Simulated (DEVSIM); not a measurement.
Device: abrupt GaAs n-p junction, at 300 K.

| layer (left to right) | material | thickness (μm) | Nd (cm⁻³) | Na (cm⁻³) | τn (s) | τp (s) |
|---|---|---|---|---|---|---|
| 1 | GaAs | 0.150 | 7.4e15 | - | 1.3e-9 | 1.3e-9 |
| 2 | GaAs | 0.900 | - | 2.6e15 | 1.3e-9 | 1.3e-9 |

Left contact: ohmic. Right contact: ohmic. Voltage is applied to the left contact. Recombination: SRH at mid-gap, radiative, Auger. Mobility is constant in doping. Where it depends on doping, it is μmin + (μ − μmin)/(1 + (N/Nref)^α).

This is a model device: material constants are rounded textbook-type values typed into the input, and sizes, dopings and lifetimes were drawn at random. Values at 300 K. The table also holds parameters that only a changed run uses.

```
parameter        GaAs
-------------  ------
gap (eV)        1.424
affinity (eV)    4.07
permittivity     12.9
Nc (cm⁻³)      4.7e17
Nv (cm⁻³)        9e18
μn (cm²/Vs)      8500
μp (cm²/Vs)       400
μn,min            500
μp,min             20
Nref,n           6e16
Nref,p         1.5e17
αn               0.39
αp               0.38
B (cm³/s)       2e-10
Cn (cm⁶/s)      1e-30
Cp (cm⁶/s)      1e-30
```

Simulated with DEVSIM: 1D drift-diffusion, Boltzmann statistics, complete ionisation; no tunnelling, impact ionisation, image-force lowering or self-heating.

Base results: largest field in the device at zero bias (V/cm) 25000; potential step across the device at zero bias (V) 1.106; dark forward voltage at 1 A/cm² (V) 0.886; dark forward voltage at 100 A/cm² (V) 1.017.

Task: What follows from this one change: doping Nd of layer 1 7.4e+15 → 7.4e+16 cm^-3?

Result: largest field in the device at zero bias 25000 → 29000 V/cm; potential step across the device at zero bias 1.106 → 1.166 V; dark forward voltage at 1 A/cm² little changed (0.886 V); dark forward voltage at 100 A/cm² little changed (1.014 V).

Task: What follows from this one change: thickness of layer 2 0.9 → 0.54 μm?

Result: largest field in the device at zero bias little changed (25000 V/cm); potential step across the device at zero bias little changed (1.106 V); dark forward voltage at 1 A/cm² 0.886 → 0.866 V; dark forward voltage at 100 A/cm² 1.017 → 0.997 V.

Task: What follows from this one change: doping-dependent mobility in place of the constant one?

Result: largest field in the device at zero bias little changed (25000 V/cm); potential step across the device at zero bias little changed (1.106 V); dark forward voltage at 1 A/cm² 0.886 → 0.893 V; dark forward voltage at 100 A/cm² 1.017 → 1.024 V.
